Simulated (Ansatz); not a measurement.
Start from GaS in the beta-GaS type structure (space group P6_3/mmc, No. 194; a = 3.5342 Å, c = 15.0389 Å; layered, stacked along the Cartesian z axis).

The change: the cell is scaled by 0.9476 in all directions; the atoms relax in the strained cell.

Calculations: Kohn–Sham DFT with the PBEsol-D3(BJ) functional, run in Ansatz (a program for electronic structure) with PAW and 420 eV plane waves, without spin-orbit coupling.

Base, band edges from the VBM (valence, conduction): K -2.15, 1.35; H -1.97, 1.65; M -1.81, 1.29; L -2.17, 1.56; A -0.85, 2.23; Γ 0.00, 1.73 eV.

Q: Give the band edges at the high-symmetry points of the new zone, measured from its valence-band maximum.

A: 
```tsv
point	valence edge (eV)	conduction edge (eV)
Γ	0.00	2.59
M	-2.10	0.94
K	-2.38	0.49
A	-1.10	3.27
L	-2.61	1.34
H	-2.09	0.95
```

The gap is 0.49 eV, indirect, Γ → K.

Stability against distortions was not tested.
